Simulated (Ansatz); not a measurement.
Structures of equal composition on the (0001) surface of wurtzite GaN (Ga plane on top): 2x2 cell from a buckled start; relaxed from the ideal Ga-terminated 1x1. The slabs share one bottom face, and each structure is named by its start. These are constructed structures in small cells; real faces may alloy, dewet or reconstruct in larger ones, and not all known structures of the face are among them. Slabs of about 14 Å with all that they carry, Fermi-Dirac smearing of 0.025 eV. Bottom of the slabs: H caps. Relaxed from the named starts with such symmetry as they have, on meshes of like density; energies extrapolated to zero smearing; no spin-orbit coupling, no U. Spin-polarised runs, if any, are marked in brackets, and their order is one that fits the cell; the others ran without spin. Where a second, spin-polarised start was run, the lower counts.

Host crystal: wurtzite GaN, with a band gap (PBE, scalar-relativistic without spin-orbit coupling).

Method: PBE (plane waves to 420 eV, PAW; Ansatz, an electronic-structure program).

### Question
Order them by energy per 1x1 cell (lowest first) at the level PBE.

### Answer
2x2 cell from a buckled start (0.000 eV [spin, 0.9 μB a cell], no gap over 0.04 eV on the mesh), relaxed from the ideal Ga-terminated 1x1 (0.048 eV (like top atoms buckled by 0.7 Å) [spin, 0.9 μB a cell], no gap over 0.04 eV on the mesh)
